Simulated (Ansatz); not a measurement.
A self-consistent single point of SrO (P6_3/mmc, 4 atoms in the cell) with Ansatz (a first-principles code).

Method: r2SCAN with spin-orbit coupling, default PAW files made with PBE (plane waves; Ansatz).

```yaml
crystal:
  lattice:
    - [3.55329, 0.00000, 0.00000]
    - [-1.77665, 3.07724, 0.00000]
    - [0.00000, 0.00000, 6.21730]
  atoms:
    - { symbol: Sr, position: [0.33333, 0.66667, 0.25000] }
    - { symbol: Sr, position: [0.66667, 0.33333, 0.75000] }
    - { symbol: O, position: [0.00000, 0.00000, 0.00000] }
    - { symbol: O, position: [0.00000, 0.00000, 0.50000] }
```

Reference input (self-consistent single point, DFT, r2SCAN, plane waves, default PAW files made with PBE): kpoints.mp_grid.grid = 6 6 3; hamiltonian.xc = r2scan; hamiltonian.pseudopotentials = {kind: paw} (the program's default PAW files); scf.occupations.method = fixed. This run's input differs from it in these lines:

Ansatz 0.2 input:
```diff
@@ -16,2 +16,5 @@
   pseudopotentials: { kind: paw }
+magnetization:
+  noncollinear: true
+  spin_orbit: true
 scf:
```

Log, with long lists cut:

```
SCF iter   1: F=—  HF=-8244.986143 eV  |F-HF|=—  |Δ(HF+E_count)|=         —  Δρ=7.16e-2  dr2=2.72e0  dr2_τ=3.07e-2  dr2_m=0.00e0 (ungated)  ethr=3.10e-3  |M|=0.00e0 ∫|m|=0.00e0 μB  |m|>n=0.0e0 m-floor=0.0e0 τ_xc=0.0e0  β_m=0.30  ⟨swp⟩=7.6  Hψ=1287  [...]
all-band conjugate gradients solve this SCF's bands
preconditioner: auto → Resta (q_TF=auto, 2.406 Å⁻¹)
spin=Noncollinear: Resta preconditioning applied to the charge; magnetization (m_x, m_y, m_z) channels mix plain (no charge-response kernel on spin).
   [... lines left out ...]
SCF iter   7: F=—  HF=-8244.983355 eV  |F-HF|=—  |Δ(HF+E_count)|=   1.22e-5  Δρ=1.42e-5  dr2=9.70e-8  dr2_τ=7.61e-9  dr2_m=0.00e0 (ungated)  ethr=3.13e-10  |M|=0.00e0 ∫|m|=0.00e0 μB  |m|>n=0.0e0 m-floor=0.0e0 τ_xc=0.0e0  β_m=0.98  ⟨swp⟩=19.0  Hψ=2271  notcnv=0…
SCF iter   8: F=-8244.983355 eV  HF=-8244.983355 eV  |F-HF|=1.01e-9  |Δ(HF+E_count)|=   5.54e-8  Δρ=2.17e-6  dr2=2.99e-9  dr2_τ=2.10e-10  dr2_m=0.00e0 (ungated)  ethr=3.03e-10  |M|=0.00e0 ∫|m|=0.00e0 μB  |m|>n=0.0e0 m-floor=0.0e0 τ_xc=0.0e0  [...]
SCF 1 converged in 8 iterations: F = -8244.983355 eV  dr2 = 2.99e-9
Magnetization: |M| = 0.0000 μB,  M = (+0.0000, +0.0000, +0.0000) μB
Absolute magnetization: 0.0000 μB (∫|m|)
  site 0: m = (+0.0000, +0.0000, +0.0000) μB, |m| = 0.0000 μB  (R = 1.06 Å)
  site 1: m = (+0.0000, +0.0000, +0.0000) μB, |m| = 0.0000 μB  (R = 1.06 Å)
  site 2: m = (+0.0000, +0.0000, +0.0000) μB, |m| = 0.0000 μB  (R = 1.06 Å)
  site 3: m = (+0.0000, +0.0000, +0.0000) μB, |m| = 0.0000 μB  (R = 1.06 Å)
Free energy (F): -8244.983355 eV
Internal energy: -8244.983355 eV  (E = F + TS)
E sigma→0 (E₀):  -8244.983355 eV
Fermi energy:    8.189788 eV
--- Forces (eV/Å), atoms counted from 1 ---
  atom   1  Sr    -0.00000000     0.00000000     0.00000000
   [... zero for the other atoms too ...]
--- Stress (GPa, compression-positive) ---
       -0.434091       0.000000       0.000000
        0.000000      -0.434091       0.000000
        0.000000       0.000000      -0.440999
  P = ⅓ Tr σ = -0.4364 GPa (-4.364 kbar)
  The stress holds the Pulay correction. Without it, at fixed plane waves, as pw.x and ABINIT print it: P = -0.4761 GPa
```

The run converged in 8 iterations. Against the reference run the pressure hardly changes (-0.43 to -0.44 GPa) and the gap on the mesh stays at 3.532 eV.

The starting cell comes from a database of computed structures (which also holds hypothetical and non-ambient phases and stackings), without a prior relaxation at this level. Ansatz's pressure includes its estimate of the finite-basis (Pulay) stress.
